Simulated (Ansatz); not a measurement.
## CaO, response to strain

Start from CaO in the rock salt structure (space group Fm-3m, No. 225; a = 4.767 Å).

Strains are applied to the cell and any free atomic positions relax.

Computed with Kohn–Sham DFT with the PBEsol functional, run in Ansatz (an electronic-structure program) with PAW and 420 eV plane waves, no spin-orbit coupling.

```csv
change,volume per atom,band gap,electron mass
base,13.54 Å³,3.54 eV,"1.4 mₑ along k, 0.42 mₑ across (at X)"
isotropic strain −2.50 %,12.55 Å³,3.49 eV,"1.4 mₑ along k, 0.40 mₑ across (at X)"
isotropic strain −1.50 %,12.94 Å³,3.52 eV,"1.4 mₑ along k, 0.41 mₑ across (at X)"
isotropic strain −1.00 %,13.14 Å³,3.53 eV,"1.4 mₑ along k, 0.41 mₑ across (at X)"
isotropic strain −0.50 %,13.34 Å³,3.54 eV,"1.4 mₑ along k, 0.42 mₑ across (at X)"
isotropic strain +0.50 %,13.75 Å³,3.55 eV,"1.4 mₑ along k, 0.42 mₑ across (at X)"
isotropic strain +1.00 %,13.95 Å³,3.56 eV,"1.4 mₑ along k, 0.43 mₑ across (at X)"
isotropic strain +1.50 %,14.16 Å³,3.56 eV,"1.4 mₑ along k, 0.43 mₑ across (at X)"
isotropic strain +2.00 %,14.37 Å³,3.57 eV,"1.4 mₑ along k, 0.44 mₑ across (at X)"
isotropic strain +3.00 %,14.80 Å³,3.57 eV,"1.4 mₑ along k, 0.45 mₑ across (at X)"
```

Masses are band curvatures over ±0.01 Å⁻¹ around the edge. Along k means along the line from Γ to the band edge. Stability against distortions was not tested.
